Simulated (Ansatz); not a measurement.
Given:

```
Te
1.0
    4.67348     0.00000     0.00000
   -2.33674     4.00411     0.00000
    0.00000     0.00000     5.90437
Te
3
Cartesian
  1.16973   0.00000   1.96812
 -0.58486   1.01256   3.93462
  1.75188   2.99155   0.00163
```

No spin polarisation.

All numbers come from Ansatz (an electronic-structure program) r2SCAN, no SOC, earlier PAW set. Settings: 8×8×6 k-points, 0.05 eV Fermi–Dirac smearing.

Estimate the band gap.

0.56 eV.

What is the computed electron mass?

0.13 mₑ along x, 0.12 mₑ along y, 0.091 mₑ along z (off the base's special points).

Spin-orbit coupling, missing from the scalar runs, can matter with Te. The cells carry an imposed strain or load. Effective masses come from finite differences of ±0.01 Å⁻¹. No phonon test of stability was made. The cell was made from Te (space group P3_121, No. 152; made of chains) by this change: uniaxial strain ε_xx = +1.08 %. No dispersion term is included, though the crystal is made of layers, chains or molecules, so its spacings can come out too wide.
